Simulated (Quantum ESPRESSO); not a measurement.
Worked example: self-consistent single point of NiPt (R3m, 2 atoms in the cell) in Quantum ESPRESSO.

Computed with LDA (PZ), PSlibrary PAW (LDA) pseudopotentials (plane waves; Quantum ESPRESSO 7.5).

```xyz
2
Lattice="1.3468 -0.7776 4.2085 0.0000 1.5552 4.2085 -1.3468 -0.7776 4.2085" Properties=species:S:1:pos:R:3 pbc="T T T"
Ni     0.0000     0.0000     0.0500
Pt     0.0000     0.0000     6.3127
```
Moments meant for the start (each program seeds them in its own way; μB, in the order of the atoms Ni Pt): 2.0 0.0.

Reference input (self-consistent single point, DFT, LDA (PZ), plane waves, PSlibrary PAW (LDA) pseudopotentials): ecutwfc = 50 Ry; ecutrho = 500 Ry; occupations = smearing; smearing = fermi-dirac; degauss = 0.0073499 Ry; nspin = 2; potentials = {Ni: Ni.pz-n-kjpaw_psl.1.0.0.UPF, Pt: Pt.pz-n-kjpaw_psl.1.0.0.UPF}; K_POINTS = automatic 7 7 7 0 0 0; conv_thr = 1e-10 Ry; mixing_beta = 0.4. This run's input differs from it in these lines:

```diff
@@ -19,2 +19,3 @@
   degauss = 0.0073499
+  nbnd = 10
   nspin = 2
```

The program printed (abridged):

```
     Self-consistent Calculation

     iteration #  1     ecut=    50.00 Ry     beta= 0.40

 %%%%%%%%%%%%%%%%%%%%%%%%%%%%%%%%%%%%%%%%%%%%%%%%%%%%%%%%%%%%%%%%%%%%%%%%%%%%%%
     Error in routine efermig (1):
     internal error, cannot bracket Ef
 %%%%%%%%%%%%%%%%%%%%%%%%%%%%%%%%%%%%%%%%%%%%%%%%%%%%%%%%%%%%%%%%%%%%%%%%%%%%%%

     stopping ...
```

The program stopped with an error at about iteration 1. 

The starting cell comes from a database of computed structures (which also holds hypothetical and non-ambient phases and stackings), without a prior relaxation at this level. Its lattice was rescaled by up to half a per cent. One atom was moved a little off its site on purpose.
